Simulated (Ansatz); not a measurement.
# ZnCu2SnS4 under a change: isotropic strain +3.15 %

The reference is ZnCu₂SnS₄ (space group I-4, No. 82; a = 5.414 Å, c = 10.823 Å).

One thing is altered: an isotropic linear strain of +3.15 %, atoms relaxed at fixed cell.

Calculations: r2SCAN/PAW in Ansatz (a program for electronic structure), spin-orbit coupling left out, earlier PAW set. Γ-centred 9×9×9 mesh, Fermi–Dirac width 0.05 eV.

- Volume per atom = 21.76 Å³ (base 19.83 Å³)
- Energy relative to the base (free energy F) = +38 meV/atom
- Pressure (mean of the normal stresses, compression positive) = -57.4 kbar (base 0.0 kbar)
- Band gap = 0.22 eV (base 0.47 eV)
- Gap character = direct at Γ (base direct at Γ)
- Mean gap deformation potential ΔEg/Δln V = -2.8 eV
- Width of the top valence band = 0.69 eV (base 0.88 eV)
- Electron mass = 0.064 mₑ along c, 0.076 mₑ across (at Γ) (base 0.11 mₑ (at Γ))
- Hole mass = 0.070 mₑ along c, 1.0 mₑ across (at Γ) (base 0.12 mₑ along c, 0.81 mₑ across (at Γ))
- Valence-band top at Γ (three highest levels, from the VBM) = 0.00, -0.07, -0.07 eV (base 0.00, -0.07, -0.07 eV)
- Valley order (the lowest conduction-band minima on the path, energy above the VBM, named in the base's zone) = Γ 0.22 eV; X (0, 0, 1/2) 0.68 eV (base Γ 0.47 eV; X (0, 0, 1/2) 0.85 eV)
- Largest internal atomic displacement = 0.025 Å

Masses are band curvatures over ±0.01 Å⁻¹ around the edge. No phonon test of stability was made. All final runs are without spin polarisation. A zero or small gap of ZnCu2SnS4 under isotropic strain +3.15 % can be the functional's error rather than a property of the material.
